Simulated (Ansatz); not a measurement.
Results of BLYP in Ansatz (PAW) for CaC6 (R-3m, No. 166, 7 atoms in the cell).

Run with plane-wave cutoff 520 eV, 16×16×16 k mesh, Fermi–Dirac smearing 0.05 eV, scalar-relativistic PAW data made under PBE.

Cell (relaxed at this level):

```yaml
crystal:
  lattice:
    - [4.74607, -2.18039, 0.00604]
    - [4.74607, 2.18039, 0.00604]
    - [3.73975, 0.00000, 3.64605]
  atoms:
    - { symbol: Ca, position: [0.00000, 0.00000, 0.00000] }
    - { symbol: C, position: [0.16671, 0.83329, 0.50000] }
    - { symbol: C, position: [0.50000, 0.16671, 0.83329] }
    - { symbol: C, position: [0.83329, 0.50000, 0.16671] }
    - { symbol: C, position: [0.83329, 0.16671, 0.50000] }
    - { symbol: C, position: [0.50000, 0.83329, 0.16671] }
    - { symbol: C, position: [0.16671, 0.50000, 0.83329] }
```

Q: What does this level give for the bulk modulus?

A: 
bulk modulus: 93.4 GPa

The run finds no gap.

Note: the relaxation could not lower the start's symmetry, so the cell can be a saddle point above a distorted one; the bulk modulus comes from volumes at which shape and atoms were relaxed.

The computed numbers hold no vibrational or temperature effects.

Ansatz is an electronic-structure program.
